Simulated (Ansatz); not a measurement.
Consider WC (space group P-6m2, No. 187; a = 2.899 Å, c = 2.828 Å).

Method: Ansatz (an electronic-structure program), PBEsol, PAW, cutoff 420 eV, without spin-orbit coupling, earlier PAW set.

Before the change:

| Quantity | Value |
|---|---|
| Lattice parameter a | 289.9 pm |

Now apply this change: full substitution W → Re, then cell and atoms are relaxed.

How does this affect the lattice parameter a?

The lattice parameter a falls by 4.3 pm to 285.6 pm.

Stability against distortions was not tested. For ReC in this form, whether it has been made was not checked. The final runs are not spin-polarised. An odd electron count without spin: ReC.
